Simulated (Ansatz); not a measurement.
Abridged Ansatz (a program for electronic structure) output:

```
Relaxation: its limit of steps is 50 (relax.max_steps)
Pseudopotential: Ti, paw, valence charge 12
Pseudopotential: Te, paw, valence charge 16
Crystal: 3 atoms, lattice volume = 73.217 Å³
Basis set: ecut = 420 eV, 1401 PW (Γ), exchange–correlation on 50×50×90 points (8 copies of the dense FFT grid, shifted against one another)
Bands: 27, of which v1, the nominal top of the filled ones, is band 22 counted from 1 (21 counted from 0)
Symmetry: 12 space group operations
k-points: 330 of 3240
Functional: x = pbesol(κ = 0.804, μ = 0.12345679012345678), c = pbesol(β = 0.046)
SCF iter   1: F=—  HF=-16280.633103 eV  |F-HF|=—  |Δ(HF+E_count)|=         —  Δρ=6.50e-3  dr2=4.91e-2  ethr=1.77e-3  ⟨swp⟩=5.5  Hψ=38818  notcnv=0
SCF iter   2: F=—  HF=-16280.627356 eV  |F-HF|=—  |Δ(HF+E_count)|=   5.75e-3  Δρ=3.35e-3  dr2=1.40e-2  ethr=1.12e-4  ⟨swp⟩=1.9  Hψ=12495  notcnv=0
SCF 1 converged in 9 iterations: F = -16280.625726 eV  dr2 = 2.64e-10
relax step   1: F+E_penalty+E_count = -16280.62572632 eV  Δ(F+E_penalty+E_count) = +0.000e0 eV  max|allowed force component| = 2.908e-1 eV/Å  Δτ_max = 0.0000 Å  (9 SCF iters, accepted)
Crystal: 3 atoms, lattice volume = 73.217 Å³
SCF iter   1: F=—  HF=-16280.605079 eV  |F-HF|=—  |Δ(HF+E_count)|=         —  Δρ=4.47e-3  dr2=1.86e-2  ethr=4.03e-5  ⟨swp⟩=1.3  Hψ=33727  notcnv=0
SCF iter   2: F=—  HF=-16280.603186 eV  |F-HF|=—  |Δ(HF+E_count)|=   1.89e-3  Δρ=2.62e-3  dr2=7.29e-3  ethr=4.03e-5  ⟨swp⟩=1.0  Hψ=8910  notcnv=0
SCF 2 converged in 9 iterations: F = -16280.602122 eV  dr2 = 8.86e-11
relax step   2: F+E_penalty+E_count = -16280.60212205 eV  Δ(F+E_penalty+E_count) = +2.360e-2 eV  max|allowed force component| = 5.929e-1 eV/Å  Δτ_max = 0.0804 Å  (9 SCF iters, rejected (line search))
Crystal: 3 atoms, lattice volume = 73.217 Å³
SCF iter   1: F=—  HF=-16280.635054 eV  |F-HF|=—  |Δ(HF+E_count)|=         —  Δρ=3.17e-3  dr2=1.01e-2  ethr=1.95e-4  ⟨swp⟩=4.0  Hψ=22008  notcnv=0  defer=1
SCF iter   2: F=—  HF=-16280.634100 eV  |F-HF|=—  |Δ(HF+E_count)|=   9.54e-4  Δρ=1.81e-3  dr2=3.47e-3  ethr=2.29e-5  ⟨swp⟩=1.0  Hψ=11550  notcnv=0
SCF 3 converged in 9 iterations: F = -16280.633585 eV  dr2 = 1.23e-10
relax step   3: F+E_penalty+E_count = -16280.63358535 eV  Δ(F+E_penalty+E_count) = -7.859e-3 eV  max|allowed force component| = 1.269e-2 eV/Å  Δτ_max = 0.0258 Å  (9 SCF iters, accepted)
Crystal: 3 atoms, lattice volume = 73.217 Å³
SCF iter   1: F=—  HF=-16280.633616 eV  |F-HF|=—  |Δ(HF+E_count)|=         —  Δρ=6.42e-5  dr2=3.69e-6  ethr=1.08e-7  ⟨swp⟩=2.0  Hψ=16978  notcnv=0
SCF iter   2: F=—  HF=-16280.633600 eV  |F-HF|=—  |Δ(HF+E_count)|=   1.60e-5  Δρ=3.74e-5  dr2=1.43e-6  ethr=8.39e-9  ⟨swp⟩=1.0  Hψ=11551  notcnv=0
SCF 4 converged in 6 iterations: F = -16280.633600 eV  dr2 = 1.97e-11
relax step   4: F+E_penalty+E_count = -16280.63360016 eV  Δ(F+E_penalty+E_count) = -1.481e-5 eV  max|allowed force component| = 2.250e-4 eV/Å  Δτ_max = 0.0012 Å  (6 SCF iters, accepted)
SCF converged after 6 iterations
Free energy (F): -16280.633600 eV
Internal energy: -16280.585713 eV  (E = F + TS)
E sigma→0 (E₀):  -16280.609657 eV
Entropy (-TS):   -0.047887 eV (-15.962 meV/atom)
Fermi energy:    11.636937 eV
  E_disp       = -1.546321  (pairwise vdW)
--- Forces (eV/Å), atoms counted from 1 ---
  atom   1  Ti     0.00000000     0.00000000     0.00000000
  atom   2  Te    -0.00000000    -0.00000000     0.00022504
  atom   3  Te     0.00000000     0.00000000    -0.00022504
--- Stress (GPa, compression-positive) ---
       -1.846007       0.000000      -0.000000
       -0.000000      -1.846007      -0.000000
       -0.000000      -0.000000      -1.687899
  P = ⅓ Tr σ = -1.7933 GPa (-17.933 kbar)
--- Relaxed structure (4 steps of the walk, 3 accepted, 0 SCFs on fresh bases) ---
  atoms:
    - { symbol: Ti, position: [2.8483966610033205e-35, 2.0237764281408112e-35, 1.1470690436692635e-20] }
    - { symbol: Te, position: [0.3333333333333333, 0.6666666666666666, 0.2735633785482571] }
    - { symbol: Te, position: [0.6666666666666666, 0.3333333333333333, 0.7264366214517428] }
```

Q: What was computed, and what are the main results?

A: TiTe2, 3 atoms in the cell, with PBEsol-D3(BJ) (Ansatz, PAW, spin-orbit coupling left out). The last SCF converged to F = -16280.633600 eV, or -5426.8779 eV per atom, at a pressure of -1.79 GPa. The total energy compares only with runs of the same code, potentials and settings.

The cells carry an imposed strain or load. Stability against distortions was not tested. The final runs are not spin-polarised. The cell was made from TiTe₂ in the CdI2 type structure (space group P-3m1, No. 164; layered, stacked along the Cartesian z axis) by this change: isotropic strain +1.22 %.

Keys are those of Ansatz 0.2.
